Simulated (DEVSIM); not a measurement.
Structure: Au/SiO2/p-Si capacitor, at 300 K.

```csv
layer (left to right),material,thickness (nm),Na (cm⁻³)
1,SiO2,3.00,-
2,Si,700,6.7e17
```

Metal gate on the left, work function 5.1 eV. Fixed charge at the semiconductor interface 8.3e10 cm⁻² (in units of +e); no interface traps.

Constants are typed, rounded textbook-type inputs, not results; the design itself was drawn at random and stands for no fabricated device. Values at 300 K.

```csv
parameter,SiO2,Si
gap (eV),9,1.124
affinity (eV),0.9,4.05
permittivity,3.9,11.7
Nc (cm⁻³),-,2.86e19
Nv (cm⁻³),-,3.1e19
```

Simulated with DEVSIM: 1D Poisson equation in equilibrium, Boltzmann statistics, complete ionisation; no quantum confinement or tunnelling. Metal contacts follow the ideal Schottky-Mott rule: no Fermi-level pinning, no interface dipoles.

Task: Tabulate band edges, carrier densities and field at 0.8 V on the gate.

Result: Energies count from the Fermi level of the right contact; mesh points crowd at the junctions.

```
x (μm)     Ec (eV)  Ev (eV)  n (cm⁻³)  p (cm⁻³)  field (V/cm)
---------  -------  -------  --------  --------  ------------
0.000        3.400   -5.600     < 1e2     < 1e2        910000
0.0007638    3.469   -5.531     < 1e2     < 1e2        910000
0.001550     3.540   -5.460     < 1e2     < 1e2        910000
0.002394     3.617   -5.383     < 1e2     < 1e2        910000
0.003361     0.532   -0.592    3.2e10     3.6e9        310000
0.004638     0.571   -0.553     7.2e9    1.6e10        300000
0.006983     0.638   -0.486     5.4e8    2.2e11        270000
0.01303      0.785   -0.339   1900000    6.2e13        210000
0.02241      0.937   -0.187      5200    2.2e16        110000
0.03962      1.020   -0.104       210    5.6e17          9300
0.06895      1.025   -0.099       170    6.7e17            29
0.1528       1.025   -0.099       170    6.7e17           ≈ 0
0.2700       1.025   -0.099       170    6.7e17           ≈ 0
0.4537       1.025   -0.099       170    6.7e17           ≈ 0
0.5928       1.025   -0.099       170    6.7e17           ≈ 0
0.6415       1.025   -0.099       170    6.7e17           ≈ 0
0.6700       1.025   -0.099       170    6.7e17           ≈ 0
0.6856       1.025   -0.099       170    6.7e17           ≈ 0
0.6956       1.025   -0.099       170    6.7e17           ≈ 0
0.6995       1.025   -0.099       170    6.7e17           ≈ 0
0.7016       1.025   -0.099       170    6.7e17           ≈ 0
0.7030       1.025   -0.099       170    6.7e17           ≈ 0
```
